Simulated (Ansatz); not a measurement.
Input:

```xyz
8
Lattice="5.3779 0.0000 0.0000 0.0000 5.3779 0.0000 2.6889 -2.6889 5.3061" Properties=species:S:1:pos:R:3 pbc="T T T"
Zn     0.0000     0.0000     0.0000
Zn     2.6889     0.0000     2.6530
Si     2.6889     2.6889     0.0000
Si     5.3779     2.6889     2.6530
P      4.0334     1.4346     1.3265
P      4.1235    -1.3445     3.9795
P      1.3445     3.9433     1.3265
P      6.6323     1.3445     3.9795
```

No spin polarisation.

Calculations: PBE (Ansatz, a quantum-chemistry and plane-wave program), no spin-orbit coupling. Settings: 9×9×9 k-points, 0.05 eV Fermi–Dirac smearing.

Question: Predict the valence-band top at Γ (three highest levels, from the VBM).

Answer: 0.00, -0.06, -0.06 eV.

Question: What width of the top valence band does the calculation give?

Answer: 1.15 eV.

Question: What is the computed smallest direct gap?

Answer: 1.44 eV.

Question: Predict the pressure (mean of the normal stresses, compression positive).

Answer: 0.69 GPa.

The cells carry an imposed strain or load. Stability against distortions was not tested. The cell was made from ZnSiP$_{2}$ in the chalcopyrite structure (space group I-42d, No. 122) by this change: biaxial strain −0.75 %, plane normal [001], relaxed out of plane.
